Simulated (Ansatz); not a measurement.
System: interstitial F in wurtzite ZnO (charge state -1). These are PBE, PAW (plane waves to 420 eV; Ansatz, an electronic-structure program) values and carry that method's errors.

72-site cell at the relaxed PBE lattice, one k-point at (0.125, 0.250, 0.250), smearing 0.01 eV, spin-restricted, no finite-size correction. No zero-point or tunnelling terms. The charge state is imposed; whether it is stable for some Fermi level was not computed. Sites that were not tried may lie lower. The start lies 0.12 eV above the lowest site run (PBE).

Barriers: single points on a 2×2×2 k-point mesh shifted by half a step along c at the bands' geometries.

Relaxed starting cell (atoms counted from 1):

```yaml
crystal:
  lattice:
    - [9.83847, 0.00000, 0.00000]
    - [-4.91923, 8.52036, 0.00000]
    - [0.00000, 0.00000, 10.58758]
  atoms:
    - { symbol: Zn, position: [0.22868, 0.12314, 0.26003] }
    - { symbol: Zn, position: [0.22294, 0.11160, 0.74046] }
    - { symbol: Zn, position: [0.22454, 0.44150, 0.25223] }
    - { symbol: Zn, position: [0.22356, 0.44753, 0.75350] }
    - { symbol: Zn, position: [0.21783, 0.77347, 0.25198] }
    - { symbol: Zn, position: [0.22598, 0.77852, 0.73032] }
    - { symbol: Zn, position: [0.55376, 0.10932, 0.24744] }
    - { symbol: Zn, position: [0.55840, 0.11209, 0.75118] }
    - { symbol: Zn, position: [0.55108, 0.44143, 0.25241] }
    - { symbol: Zn, position: [0.55842, 0.44753, 0.75348] }
    - { symbol: Zn, position: [0.55615, 0.77795, 0.24566] }
    - { symbol: Zn, position: [0.55681, 0.77925, 0.75082] }
    - { symbol: Zn, position: [0.88997, 0.10933, 0.24740] }
    - { symbol: Zn, position: [0.88803, 0.11216, 0.75117] }
    - { symbol: Zn, position: [0.89016, 0.44593, 0.24635] }
    - { symbol: Zn, position: [0.88984, 0.44519, 0.75085] }
    - { symbol: Zn, position: [0.88982, 0.77346, 0.25209] }
    - { symbol: Zn, position: [0.88696, 0.77855, 0.73023] }
    - { symbol: Zn, position: [0.10914, 0.22612, 0.50493] }
    - { symbol: Zn, position: [0.11279, 0.22435, 0.99882] }
    - { symbol: Zn, position: [0.10959, 0.55217, 0.49798] }
    - { symbol: Zn, position: [0.11352, 0.56688, 0.00185] }
    - { symbol: Zn, position: [0.11310, 0.89278, 0.47627] }
    - { symbol: Zn, position: [0.10860, 0.88408, 0.95601] }
    - { symbol: Zn, position: [0.45020, 0.22594, 0.50493] }
    - { symbol: Zn, position: [0.44485, 0.22424, 0.99897] }
    - { symbol: Zn, position: [0.44562, 0.55775, 0.50101] }
    - { symbol: Zn, position: [0.44518, 0.55693, 0.00010] }
    - { symbol: Zn, position: [0.44904, 0.89144, 0.49653] }
    - { symbol: Zn, position: [0.44441, 0.89067, 0.99670] }
    - { symbol: Zn, position: [0.77833, 0.22341, 0.49851] }
    - { symbol: Zn, position: [0.77996, 0.22669, 0.00036] }
    - { symbol: Zn, position: [0.77608, 0.55220, 0.49795] }
    - { symbol: Zn, position: [0.78673, 0.56673, 0.00205] }
    - { symbol: Zn, position: [0.77577, 0.89160, 0.49657] }
    - { symbol: Zn, position: [0.77945, 0.89066, 0.99655] }
    - { symbol: O, position: [0.23103, 0.12878, 0.45320] }
    - { symbol: O, position: [0.22237, 0.11126, 0.93526] }
    - { symbol: O, position: [0.22441, 0.44476, 0.44096] }
    - { symbol: O, position: [0.22247, 0.44746, 0.94197] }
    - { symbol: O, position: [0.22809, 0.77249, 0.44741] }
    - { symbol: O, position: [0.23585, 0.78103, 0.91777] }
    - { symbol: O, position: [0.55697, 0.11354, 0.43713] }
    - { symbol: O, position: [0.55776, 0.11424, 0.94012] }
    - { symbol: O, position: [0.55390, 0.44466, 0.44113] }
    - { symbol: O, position: [0.55852, 0.44741, 0.94195] }
    - { symbol: O, position: [0.55550, 0.77744, 0.43474] }
    - { symbol: O, position: [0.55613, 0.77895, 0.93962] }
    - { symbol: O, position: [0.89014, 0.11368, 0.43707] }
    - { symbol: O, position: [0.88997, 0.11429, 0.94015] }
    - { symbol: O, position: [0.88864, 0.44364, 0.43692] }
    - { symbol: O, position: [0.88944, 0.44527, 0.93826] }
    - { symbol: O, position: [0.87783, 0.77261, 0.44748] }
    - { symbol: O, position: [0.87831, 0.78072, 0.91775] }
    - { symbol: O, position: [0.11222, 0.22133, 0.18790] }
    - { symbol: O, position: [0.11045, 0.22513, 0.69399] }
    - { symbol: O, position: [0.11508, 0.54857, 0.19424] }
    - { symbol: O, position: [0.10950, 0.55148, 0.68697] }
    - { symbol: O, position: [0.11732, 0.90030, 0.27012] }
    - { symbol: O, position: [0.11261, 0.89093, 0.67926] }
    - { symbol: O, position: [0.44337, 0.22128, 0.18807] }
    - { symbol: O, position: [0.44886, 0.22511, 0.69398] }
    - { symbol: O, position: [0.44465, 0.55514, 0.18911] }
    - { symbol: O, position: [0.44561, 0.55697, 0.69086] }
    - { symbol: O, position: [0.44110, 0.88675, 0.18645] }
    - { symbol: O, position: [0.45283, 0.89410, 0.68507] }
    - { symbol: O, position: [0.77735, 0.22043, 0.18942] }
    - { symbol: O, position: [0.77895, 0.22373, 0.68780] }
    - { symbol: O, position: [0.76748, 0.54830, 0.19454] }
    - { symbol: O, position: [0.77629, 0.55152, 0.68699] }
    - { symbol: O, position: [0.77990, 0.88678, 0.18633] }
    - { symbol: O, position: [0.77556, 0.89415, 0.68514] }
    - { symbol: F, position: [0.02675, 0.72021, 0.08628] }
```
Cell charge -1.

End state 1 differs by these moves (Å; atoms that move under 0.08 Å are left out):

| atom | element | Δx | Δy | Δz |
|---|---|---|---|---|
| 1 | Zn | -0.06 | -0.09 | -0.08 |
| 2 | Zn | 0.01 | 0.03 | -0.11 |
| 3 | Zn | -0.05 | 0.08 | 0.00 |
| 5 | Zn | 0.11 | 0.00 | 0.08 |
| 6 | Zn | -0.03 | 0.01 | 0.11 |
| 9 | Zn | 0.02 | 0.04 | -0.07 |
| 11 | Zn | -0.05 | 0.00 | 0.07 |
| 17 | Zn | -0.06 | 0.10 | 0.00 |
| 20 | Zn | 0.05 | -0.08 | 0.03 |
| 22 | Zn | 0.04 | -0.08 | -0.03 |
| 24 | Zn | -0.05 | 0.08 | 0.00 |
| 25 | Zn | -0.01 | 0.00 | -0.09 |
| 29 | Zn | 0.00 | 0.01 | 0.09 |
| 34 | Zn | -0.03 | -0.08 | -0.06 |
| 36 | Zn | 0.08 | -0.02 | 0.06 |
| 38 | O | 0.07 | 0.10 | -0.19 |
| 42 | O | -0.13 | -0.01 | 0.19 |
| 54 | O | 0.07 | -0.13 | 0.00 |
| 55 | O | -0.04 | 0.11 | 0.07 |
| 57 | O | -0.08 | 0.09 | -0.07 |
| 59 | O | 0.07 | -0.13 | 0.00 |
| 62 | O | 0.03 | 0.01 | -0.09 |
| 66 | O | -0.03 | -0.02 | 0.09 |
| 69 | O | 0.06 | 0.11 | -0.08 |
| 71 | O | -0.13 | 0.00 | 0.09 |
| 73 | F | -1.25 | 2.17 | 0.00 |

Predict the forward and backward barriers to end state 1 from PBE, PAW.

forward 0.53 eV, backward 0.53 eV; at the saddle point atom 73 has neighbours O at 2.36, O at 2.46; Zn at 1.90, Zn at 2.03 Å. The saddle point's order was not checked, and it lies on a symmetry element of the cell, where a band can be held.
